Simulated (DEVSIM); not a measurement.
Device: Co/AlN/SiO2/p-Si capacitor, at 250 K.

```tsv
layer (left to right)	material	thickness (nm)	Na (cm⁻³)
1	AlN	9.80	-
2	SiO2	1.20	-
3	Si	1300	2.1e17
```

Metal gate on the left, work function 5 eV. Fixed charge at the semiconductor interface -3.6e10 cm⁻² (in units of +e); no interface traps.

Constants are typed, rounded textbook-type inputs, not results; the design itself was drawn at random and stands for no fabricated device. Values at 300 K; Nc and Nv go as T^1.5, mobilities as T to minus their exponent, the gap by Varshni's rule with the affinity fixed.

```tsv
parameter	AlN	SiO2	Si
gap (eV)	6.1	9	1.124
affinity (eV)	1.9	0.9	4.05
permittivity	8.5	3.9	11.7
Nc (cm⁻³)	-	-	2.86e19
Nv (cm⁻³)	-	-	3.1e19
Varshni α (eV/K)	-	-	0.000473
Varshni β (K)	-	-	636
```

Simulated with DEVSIM: 1D Poisson equation in equilibrium, Boltzmann statistics, complete ionisation; no quantum confinement or tunnelling. Metal contacts follow the ideal Schottky-Mott rule: no Fermi-level pinning, no interface dipoles.

The AlN thickness was swept, all else fixed.

| AlN thickness (μm) | capacitance of the dielectric stack (μF/cm²) | threshold voltage (band bending 2φF) (V) | minimum of the low-frequency capacitance (μF/cm²) |
|---|---|---|---|
| 0.0039 | 1.16 | 1.08 | 0.133 |
| 0.0054 | 0.939 | 1.13 | 0.128 |
| 0.0069 | 0.791 | 1.18 | 0.127 |
| 0.0083 | 0.689 | 1.23 | 0.122 |
| 0.0098 | 0.606 | 1.28 | 0.121 |
| 0.012 | 0.515 | 1.36 | 0.115 |

From the first row to the last the capacitance of the dielectric stack goes from 1.16 to 0.515. From the first row to the last the threshold voltage (band bending 2φF) goes from 1.08 to 1.36.
